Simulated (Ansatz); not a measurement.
Lu4Hf3O12 (model structure, started from the La4Ti3O12 type, R-3, No. 148, 19 atoms in the cell), treated with r²SCAN (Ansatz, a program for electronic structure, plane waves, PAW).

Settings: plane-wave cutoff 560 eV, 8×8×8 k mesh, Fermi–Dirac smearing 0.01 eV, scalar-relativistic PAW data made under PBE.

Cell (relaxed with PBEsol):

```cif
data_Hf3Lu4O12
_chemical_formula_sum 'Lu4 Hf3 O12'
_space_group_name_H-M_alt 'P 1'
_space_group_IT_number 1
_cell_length_a 9.47572
_cell_length_b 9.47572
_cell_length_c 9.47572
_cell_angle_alpha 33.867
_cell_angle_beta 33.867
_cell_angle_gamma 33.867
loop_
_space_group_symop_operation_xyz
  'x, y, z'
loop_
_atom_site_label
_atom_site_type_symbol
_atom_site_fract_x
_atom_site_fract_y
_atom_site_fract_z
_atom_site_occupancy
Lu1 Lu 0.85203 0.85203 0.85203 1
Lu2 Lu 0.14797 0.14797 0.14797 1
Lu3 Lu 0.72957 0.72957 0.72957 1
Lu4 Lu 0.27043 0.27043 0.27043 1
Hf1 Hf 0.00000 0.00000 0.00000 1
Hf2 Hf 0.57892 0.57892 0.57892 1
Hf3 Hf 0.42108 0.42108 0.42108 1
O1 O 0.24246 0.90148 0.48283 1
O2 O 0.75754 0.09852 0.51717 1
O3 O 0.90148 0.48283 0.24246 1
O4 O 0.09852 0.51717 0.75754 1
O5 O 0.48283 0.24246 0.90148 1
O6 O 0.51717 0.75754 0.09852 1
O7 O 0.09170 0.70755 0.33008 1
O8 O 0.90830 0.29245 0.66992 1
O9 O 0.70755 0.33008 0.09170 1
O10 O 0.29245 0.66992 0.90830 1
O11 O 0.33008 0.09170 0.70755 1
O12 O 0.66992 0.90830 0.29245 1
```

**Question.** Give the computed band gap.

**Answer.** 
- band gap: 4.94 eV

Note: the relaxation could raise the start's symmetry but not lower it, so the cell can be a saddle point; cell and atoms aren't relaxed at this level (largest force component 0.08 eV/Å, pressure 2.0 GPa).

Spin–orbit coupling is not included.

The computed numbers hold no vibrational or temperature effects.

Computing time: about 13 core-minutes (a rough figure).

A model structure was made by putting elements into a prototype or built by hand; it is no filed structure, need not be a known phase, and can be a saddle point held by its symmetry.
